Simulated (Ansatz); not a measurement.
Take Ta in the bcc (W type) structure (space group Im-3m, No. 229; a = 3.282 Å; relaxed with 0.1 eV smearing) as the base. Axes: x, y, z lie along the cube axes.

Level of theory: PBEsol (Ansatz, a program for electronic structure; PAW; 420 eV plane waves; no spin-orbit coupling).

One thing is altered: an isotropic linear strain of +1.50 %, atoms relaxed at fixed cell.

Question: Predict the stress tensor and what it implies for the stiffness.

Answer: Stress of the strained cell less that of the base (GPa, compression positive):
```
   -8.5     0.0     0.0
    0.0    -8.5     0.0
    0.0     0.0    -8.5
```

Then B = −ΔP/(ΔV/V₀) with ΔV/V₀ = 0.0457 gives secant stiffness values (nonlinear terms included at this strain): B ≈ 186 GPa.

As a check, the harmonic strain energy −½ V₀ Δσ:ε is 21 meV/atom; the computed energy rise is 22 meV/atom.

Whether these cells are dynamically stable was not tested. All final runs are without spin polarisation.
